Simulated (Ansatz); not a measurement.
Input and output of a self-consistent single point for NbP (Imm2, 4 atoms in the cell) (Ansatz, a program for electronic structure).

Method: PBEsol, harder PAW files (source: ansatz) made with PBE (plane waves; Ansatz).

```yaml
crystal:
  lattice:
    - [-1.68330, 1.68330, 5.76881]
    - [1.68330, -1.68330, 5.76881]
    - [1.68330, 1.68330, -5.76881]
  atoms:
    - { symbol: Nb, position: [0.75421, 0.75421, 0.00000] }
    - { symbol: Nb, position: [0.49988, 0.99988, 0.50000] }
    - { symbol: P, position: [0.33275, 0.33275, 0.00000] }
    - { symbol: P, position: [0.08275, 0.58275, 0.50000] }
```

Reference input (self-consistent single point, DFT, PBEsol, plane waves, default PAW files made with PBE): basis.ecutwfc = 420 eV; kpoints.mp_grid.grid = 7 7 7; hamiltonian.xc = pbesol; hamiltonian.pseudopotentials = {kind: paw} (the program's default PAW files); scf.occupations.method = gaussian; scf.occupations.width = 0.2 eV. This run's input differs from it in these lines:

Ansatz 0.2 input:
```diff
@@ -11,3 +11,3 @@
 basis:
-  ecutwfc: 420.0
+  ecutwfc: 390.0
 kpoints:
@@ -16,3 +16,3 @@
   xc: pbesol
-  pseudopotentials: { kind: paw }
+  pseudopotentials: { kind: paw, source: ansatz }
 scf:
```

Output (repeated stretches shortened):

```
SCF iter   1: F=—  HF=-10493.593675 eV  |F-HF|=—  |Δ(HF+E_count)|=         —  Δρ=7.11e-2  dr2=4.89e0  ethr=3.10e-3  ⟨swp⟩=5.5  Hψ=6571  notcnv=0
all-band conjugate gradients solve this SCF's bands
preconditioner: auto → Kerker (q_TF=auto, 2.470 Å⁻¹)
SCF iter   2: F=—  HF=-10492.366099 eV  |F-HF|=—  |Δ(HF+E_count)|=    1.23e0  Δρ=3.12e-2  dr2=6.76e-1  ethr=3.10e-3  ⟨swp⟩=3.4  Hψ=3306  notcnv=0
   [... lines left out ...]
SCF iter   5: F=—  HF=-10492.188506 eV  |F-HF|=—  |Δ(HF+E_count)|=   2.01e-4  Δρ=4.22e-4  dr2=1.89e-4  ethr=3.35e-6  ⟨swp⟩=2.4  Hψ=2388  notcnv=0
SCF iter   6: F=—  HF=-10492.188461 eV  |F-HF|=—  |Δ(HF+E_count)|=   4.46e-5  Δρ=5.12e-5  dr2=2.61e-6  ethr=5.24e-7  ⟨swp⟩=2.0  Hψ=1968  notcnv=0
SCF iter   7: F=—  HF=-10492.188436 eV  |F-HF|=—  |Δ(HF+E_count)|=   2.53e-5  Δρ=1.17e-5  dr2=1.51e-7  ethr=7.25e-9  ⟨swp⟩=2.1  Hψ=2091  notcnv=0
SCF iter   8: F=-10492.188436 eV  HF=-10492.188436 eV  |F-HF|=1.17e-8  |Δ(HF+E_count)|=   2.06e-8  Δρ=3.37e-6  dr2=1.49e-8  ethr=2.78e-10  ⟨swp⟩=6.1  Hψ=6275  notcnv=0
SCF 1 converged in 8 iterations: F = -10492.188436 eV  dr2 = 1.49e-8
Free energy (F): -10492.188436 eV
Internal energy: -10492.168532 eV  (E = F + TS)
E sigma→0 (E₀):  -10492.178484 eV
Entropy (-TS):   -0.019904 eV (-4.976 meV/atom)
Fermi energy:    14.540173 eV
--- Forces (eV/Å), atoms counted from 1 ---
  atom   1  Nb     0.00000000     0.00000000    -0.69816561
  atom   2  Nb     0.00000000     0.00000000     0.21218050
  atom   3  P      0.00000000     0.00000000     0.26147838
  atom   4  P      0.00000000     0.00000000     0.22450618
--- Stress (GPa, compression-positive) ---
       -8.085615       0.000000       0.000000
        0.000000      -8.739070       0.000000
        0.000000       0.000000      -9.096215
  P = ⅓ Tr σ = -8.6403 GPa (-86.403 kbar)
  The stress holds the Pulay correction. Without it, at fixed plane waves, as pw.x and ABINIT print it: P = -18.3937 GPa
```

The run converged in 8 iterations. Against the reference run the pressure goes from -8.78 to -8.64 GPa and the largest force moves little (0.697 to 0.698 eV/Å).

The starting cell comes from a database of computed structures (which also holds hypothetical and non-ambient phases and stackings), without a prior relaxation at this level. Its lattice was rescaled by up to half a per cent. One atom was moved a little off its site on purpose. Spin polarisation is off. Ansatz's pressure includes its estimate of the finite-basis (Pulay) stress. Without the estimate this run gives -18.39 GPa. The cutoff lies below the one recommended for these files.
